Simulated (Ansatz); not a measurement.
**A computed series for AlN: response to strain**

Take AlN in the zinc blende structure (space group F-43m, No. 216; a = 4.378 Å) as the base. Axes: x, y, z lie along the cube axes.

Strains are applied to the cell and any free atomic positions relax; under biaxial strain the out-of-plane vector relaxes too.

Calculations: PBEsol (Ansatz, a quantum-chemistry and plane-wave program; PAW; 420 eV plane waves; no spin-orbit coupling).

```tsv
biaxial strain, plane normal [111], relaxed out of plane (%)	out-of-plane strain (%)
0	0.00
0.42	-0.16
0.83	-0.31
1.25	-0.46
1.67	?
2.08	-0.76
2.5	-0.91
```

Problem. Fit ε⊥ = −νε + γε² (strains in %) to the rows shown and predict the withheld row.

Solution. Least squares on the printed values gives ν = 0.38 (the biaxial Poisson response) and γ = 0.005 (largest residual 0.00 %); this predicts -0.61 %, and the run gives -0.61 %, in agreement.

Stability against distortions was not tested. This is not the structure that AlN has at room temperature and ambient pressure.
